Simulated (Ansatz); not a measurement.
Base system: InP in the zinc blende structure (space group F-43m, No. 216; a = 5.9070 Å).

Now apply this change: hydrostatic tension (pressure −2 GPa).

Levels (all Ansatz, an electronic-structure program, PAW): r2SCAN (500 eV, spin-orbit coupling left out); HSE06+SOC (420 eV, noncollinear with spin-orbit coupling).

The geometry is relaxed with r2SCAN.

| Quantity | Result |
|---|---|
| r2SCAN valence-band top at Γ | 0.00, 0.00, 0.00 eV |
| r2SCAN band gap | 0.84 eV |

Q: What does HSE06+SOC give at this geometry for the valence-band top at Γ and band gap?

A: The valence-band top at Γ (three highest Kramers pairs, from the VBM) becomes 0.00, 0.00, -0.12 eV (r2SCAN: 0.00, 0.00, 0.00 eV); the band gap increases by 0.285 eV to 1.13 eV. The threefold valence maximum splits by Δso ≈ 0.12 eV.

Single points use the geometry relaxed with r2SCAN. Their cutoffs differ, which shifts pressures a little. Differences between runs with and without spin-orbit coupling are approximate. Load acts through the strain it causes; cell and atoms are relaxed under it. No phonon test of stability was made.
